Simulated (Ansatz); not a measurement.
The reference is ScAl$_{3}$ in the Cu3Au type structure (space group Pm-3m, No. 221; a = 4.0327 Å; relaxed with 0.1 eV smearing).

All numbers come from Ansatz (an electronic-structure program) LDA, without spin-orbit coupling.

Strains are applied to the cell and any free atomic positions relax.

One change was made to it. Results:

The pressure goes from zero to 8.1 GPa; the energy increases by 27 meV/atom; the band gap stays zero.

Which change produced these results?
A) isotropic strain −1.20 %
B) isotropic strain −0.60 %
C) isotropic strain −2.40 %
D) isotropic strain −3.00 %

C, isotropic strain −2.40 %. For comparison, the energy relative to the base in the other runs: isotropic strain −3.00 % gives +44 meV/atom; isotropic strain −1.20 % gives +6.6 meV/atom; isotropic strain −0.60 % gives +1.6 meV/atom.

Stability against distortions was not tested. The final runs are not spin-polarised.
